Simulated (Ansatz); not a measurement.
Take BaZrO3 in the cubic perovskite structure (space group Pm-3m, No. 221) as the base.

```xyz
5
Lattice="4.2050 0.0000 0.0000 0.0000 4.2050 0.0000 0.0000 0.0000 4.2050" Properties=species:S:1:pos:R:3 pbc="T T T"
Ba     0.0000     0.0000     0.0000
Zr     2.1025     2.1025     2.1025
O      0.0000     2.1025     2.1025
O      2.1025     2.1025     0.0000
O      2.1025     0.0000     2.1025
```

Cartesian axes are those of the cell as printed.

Computed with r2SCAN, PAW, 500 eV (Ansatz, a program for electronic structure; no spin-orbit coupling).

Perturbation: tensor shear ε_xz = +0.82 % (engineering shear γ = 0.0164); the atoms relax in the strained cell.

Q: Predict the stress tensor and what it implies for the stiffness.

A: Stress of the strained cell less that of the base (GPa, compression positive):
```
   0.01    0.00   -1.49
   0.00    0.01    0.00
  -1.49    0.00    0.01
```

Then −Δσ/γ with γ = 2ε = 0.0164 gives relaxed-ion elastic constants: C55 ≈ 91 GPa.

No phonon test of stability was made.
